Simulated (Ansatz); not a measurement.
Start from MgO in the rock salt structure (space group Fm-3m, No. 225; a = 4.204 Å).

Computed with Kohn–Sham DFT with the r2SCAN functional, run in Ansatz (a program for electronic structure) with PAW and 500 eV plane waves, no SOC.

Base values:

```
Property                  Value
---------------  --------------
Electron mass    0.36 mₑ (at Γ)
Volume per atom         9.29 Å³
```

The change: a hydrostatic pressure of 15 GPa.

Task: Predict the new electron mass, volume per atom and mean gap deformation potential ΔEg/Δln V.

Result: The electron mass changes from 0.36 mₑ (at Γ) to 0.39 mₑ (at Γ); the volume per atom drops by 0.69 Å³ to 8.60 Å³; the mean gap deformation potential ΔEg/Δln V amounts to -10.7 eV.

Load acts through the strain it causes; cell and atoms are relaxed under it. Effective masses come from finite differences of ±0.01 Å⁻¹. Stability against distortions was not tested. No other phases were tried under pressure.
